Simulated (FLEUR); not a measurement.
# Converging the k-point mesh at a smearing width of 0.02 eV: Na (Im-3m, 1 atom in the cell)

```yaml
crystal:
  lattice:
    - [-2.14065, 2.14065, 2.14065]
    - [2.14065, -2.14065, 2.14065]
    - [2.14065, 2.14065, -2.14065]
  atoms:
    - { symbol: Na, position: [0.00000, 0.00000, 0.00000] }
```

Level of theory: FLEUR with PBE, all-electron FLAPW (FLEUR), scalar-relativistic valence.

Base settings: Kmax = 3.8 1/bohr; GmaxXC = 13.3 1/bohr; xcFunctional = pbe; jspins = 1; l_soc = F; mode = hist; fermiSmearingEnergy = 0.00367493 Htr; mesh (inpgen div1-3) = 6 6 6; inpgen gamma flag = true; Gmax = 13.3 1/bohr.

In this ladder: fermiSmearingEnergy = 0.00073499 Htr. Moved along: kpt_gamma.

Only quantities that move along the ladder and can be compared are tabulated.

The starting cell has typed, rounded lattice constants, without a prior relaxation at this level. Its lattice was rescaled by up to half a per cent. Values depend on the basis (sphere radii, cutoffs, local orbitals), which need not be converged.

Steps (kpt_div): 4 4 4; 5 5 5; 6 6 6; 7 7 7; 8 8 8; 12 12 12; 14 14 14; 17 17 17; 21 21 21; 26 26 26.

Task: What is the state of the free energy at the end of the ladder?

Result: Still drifting one way, by 0.46 meV/atom over the last two steps, so the last step is no safe reference.

| kpt_div | free energy less the last step's (meV/atom) |
|---|---|
| 4 4 4 | 121.83 |
| 5 5 5 | 11.63 |
| 6 6 6 | 41.72 |
| 7 7 7 | 0.95 |
| 8 8 8 | 9.65 |
| 12 12 12 | 2.63 |
| 14 14 14 | 0.52 |
| 17 17 17 | 0.46 |
| 21 21 21 | 0.41 |
| 26 26 26 | 0.00 |
